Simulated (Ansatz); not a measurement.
Consider BN in the wurtzite structure (space group P6_3mc, No. 186; a = 2.541 Å, c = 4.203 Å).

Method: PBEsol/PAW in Ansatz (a program for electronic structure), spin-orbit coupling left out.

Base values:

```
Property               Result
-------------------  --------
Smallest direct gap   8.21 eV
Pressure             0.00 GPa
```

It is then changed as follows: the cell is scaled by 1.0060 in all directions; the atoms relax in the strained cell.

**Question.** Predict the new mean gap deformation potential ΔEg/Δln V.

**Answer.** The mean gap deformation potential ΔEg/Δln V is +2.1 eV.

**Question.** How does this affect the smallest direct gap?

**Answer.** The smallest direct gap decreases by 0.087 eV (8.21 eV → 8.13 eV).

**Question.** How does this affect the pressure?

**Answer.** The pressure (mean of the normal stresses, compression positive) goes from zero to -6.69 GPa.

No phonon test of stability was made.
